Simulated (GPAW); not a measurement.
GPAW run on TiAlPt (P6_3/mmc, 6 atoms in the cell): self-consistent single point.

Method of the run: LDA (Perdew-Wang 92), GPAW PAW datasets LDA (gpaw-data 1.0.1) (plane waves; GPAW).

```yaml
crystal:
  lattice:
    - [4.41685, 0.00000, 0.00000]
    - [-2.20843, 3.82510, 0.00000]
    - [0.00000, 0.00000, 5.40771]
  atoms:
    - { symbol: Ti, position: [0.00000, 0.00000, 0.00000] }
    - { symbol: Ti, position: [0.00000, 0.00000, 0.50000] }
    - { symbol: Al, position: [0.33333, 0.66667, 0.25000] }
    - { symbol: Al, position: [0.66667, 0.33333, 0.75000] }
    - { symbol: Pt, position: [0.66667, 0.33333, 0.25000] }
    - { symbol: Pt, position: [0.33333, 0.66667, 0.75000] }
```

Reference input (self-consistent single point, DFT PBEsol, plane waves, GPAW PAW datasets PBEsol (made by gpaw-setup)): mode = pw; ecut = 800 eV; xc = PBEsol; kpts = 6 6 4; mesh shift (steps) = 0 0 0; occupations.name = fermi-dirac; occupations.width = 0.05 eV; nbands = -12; symmetry.symmorphic = false; symmetry.tolerance = 0.0005; maxiter = 150. This run's input differs from it in these lines:

```diff
@@ -17,3 +17,3 @@
 calc = GPAW(mode={'name': 'pw', 'ecut': 800},
-            xc='PBEsol',
+            xc='LDA',
             kpts={'size': (6, 6, 4), 'gamma': True},
```

Its files differ too (potentials: GPAW PAW datasets LDA (gpaw-data 1.0.1)).

Log, with long lists cut:

```
     iter     time        total  log10-change:
                         energy   eigst   dens
iter:   1 --:--:--   -48.259863
iter:   2 --:--:--   -47.134234   -1.02  -1.25
iter:   3 --:--:--   -45.766585   -1.34  -1.29
iter:   4 --:--:--   -44.940519   -1.18  -1.39
iter:   5 --:--:--   -45.146979   -1.04  -1.58
iter:   6 --:--:--   -44.770629   -1.69  -1.78
iter:   7 --:--:--   -44.717172   -2.38  -2.25
iter:   8 --:--:--   -44.726718   -2.92  -2.44
iter:   9 --:--:--   -44.715617c  -2.68  -2.47
iter:  10 --:--:--   -44.715096c  -4.19  -3.01
iter:  11 --:--:--   -44.715071c  -5.27  -3.19
iter:  12 --:--:--   -44.714505c  -4.54  -3.20
iter:  13 --:--:--   -44.714497c  -4.82  -3.52
iter:  14 --:--:--   -44.714467c  -6.04  -3.57
iter:  15 --:--:--   -44.714459c  -6.42  -3.72
iter:  16 --:--:--   -44.714472c  -5.71  -3.80
iter:  17 --:--:--   -44.714462c  -5.57  -3.84
iter:  18 --:--:--   -44.714457c  -6.64  -3.92
iter:  19 --:--:--   -44.714452c  -6.83  -4.06c
iter:  20 --:--:--   -44.714450c  -6.52  -4.24c
iter:  21 --:--:--   -44.714450c  -8.06c -4.55c
Converged after 21 iterations.

Dipole moment: (0.000000, -0.000000, -0.000000) |e|*Ang

Energy contributions relative to reference atoms: (reference = -1059698.238471)

Kinetic:         +3.906056
Potential:       -5.521389
External:        +0.000000
XC:             -42.127799
Entropy (-ST):   -0.021123
Local:           -0.960756
SIC:             +0.000000
--------------------------
Free energy:    -44.725011
Extrapolated:   -44.714450

Showing only first 2 kpts
 Kpt  Band  Eigenvalues  Occupancy
  0    29      9.19480    1.99997
  0    30     10.18101    0.00038
  0    31     10.18102    0.00038
  0    32     11.36690    0.00000

  1    29      9.50015    1.98733
  1    30     10.33552    0.00002
  1    31     10.33554    0.00002
  1    32     10.97320    0.00000

Fermi level: 9.75290

No gap
   [... lines left out ...]
  0 Ti   -0.00000    0.00000    0.00000
  1 Ti   -0.00000    0.00000    0.00000
  2 Al    0.00000   -0.00000   -0.00000
  3 Al    0.00000    0.00000    0.00000
  4 Pt    0.00000   -0.00000   -0.00000
  5 Pt    0.00000    0.00000   -0.00000

Stress tensor:
     0.037161    -0.000000     0.000000
    -0.000000     0.037161     0.000000
     0.000000     0.000000     0.048152
Stress (GPa, Voigt): [ 5.9539  5.9539  7.7149  0.      0.     -0.    ]
```

The run converged in 21 iterations. GPAW prints stress with tension positive. Against the reference run the pressure goes from -2.11 to -6.54 GPa.

The starting cell comes from a database of computed structures (which also holds hypothetical and non-ambient phases and stackings), without a prior relaxation at this level. Spin polarisation is off. With a pressure of about -7 GPa the cell is away from its equilibrium volume at this level.

Cost on one core of a shared machine: roughly 2 min.
